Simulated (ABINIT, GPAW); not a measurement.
An ABINIT input for a self-consistent single point of ZnSe (F-43m, 2 atoms in the cell) (DFT, PBE, plane waves, PAW (JTH v2.0 PBE PAW)):

```
# ZnSe, JTH v2.0 PBE PAW
pp_dirpath "./"
pseudos "Zn.GGA_PBE-JTH.xml, Se.GGA_PBE-JTH.xml"
acell 3.9884570125 3.9884570125 3.9884570125 Angstrom
rprim
        -0.0000000000    0.7071067812    0.7071067812
         0.7071067812   -0.0000000000    0.7071067812
         0.7071067812    0.7071067812   -0.0000000000
natom 2
ntypat 2
znucl 30 34
typat 1 2
xred
         0.0000000000    0.0000000000    0.0000000000
         0.7500000000    0.7500000000    0.7500000000
ecut 30
pawecutdg 60
pawxcdev 0
ixc 11
occopt 3
tsmear 0.02 eV
nband 14
kptopt 1
ngkpt 10 10 10
nshiftk 1
shiftk 0 0 0
nstep 60
toldfe 1.0e-09
prtwf 0
prtden 0
enunit 2
```

**Question.** Write the same calculation as an input for GPAW.

**Answer.** This is the input that was run; spellings and numerical settings could be chosen otherwise.

```python
from ase import Atoms
from ase.units import GPa
from gpaw import GPAW, PW, FermiDirac

atoms = Atoms(['Zn', 'Se'],
              cell=[[0.000000, 2.820265, 2.820265],
                    [2.820265, 0.000000, 2.820265],
                    [2.820265, 2.820265, 0.000000]],
              positions=[[0.000000, 0.000000, 0.000000],
                         [4.230398, 4.230398, 4.230398]],
              pbc=True)

calc = GPAW(mode=PW(850),
            xc='PBE',
            kpts={'size': (10, 10, 10), 'gamma': True},
            occupations=FermiDirac(0.02),
            nbands=-4,
            convergence={'density': 1e-05, 'energy': 1e-05, 'bands': -2},
            symmetry={'symmorphic': False, 'tolerance': 0.0005},
            maxiter=120)

atoms.calc = calc

energy = atoms.get_potential_energy()
print('Energy (eV):', round(energy, 6))
forces = atoms.get_forces()
print('Forces (eV/Ang):')
print(forces.round(5))
stress = atoms.get_stress()
print('Stress (GPa, Voigt):', (stress / GPa).round(4))
```

Basis settings and potentials, where a program has them, do not carry over. This input uses DFT PBE, plane waves, GPAW PAW datasets PBE (gpaw-data 1.0.1). Both were run: pressure 3.08 GPa in ABINIT and 3.08 in GPAW; gap on the mesh 1.351 eV in ABINIT and 1.357 in GPAW.

On GPAW: the starting cell comes from a database of computed structures (which also holds hypothetical and non-ambient phases and stackings), without a prior relaxation at this level. Its lattice was rescaled by a random factor within 2.5 % of one. With a pressure of about 3 GPa the cell is away from its equilibrium volume at this level.

On ABINIT: the starting cell comes from a database of computed structures (which also holds hypothetical and non-ambient phases and stackings), without a prior relaxation at this level. Its lattice was rescaled by a random factor within 2.5 % of one. With a pressure of about 3 GPa the cell is away from its equilibrium volume at this level.
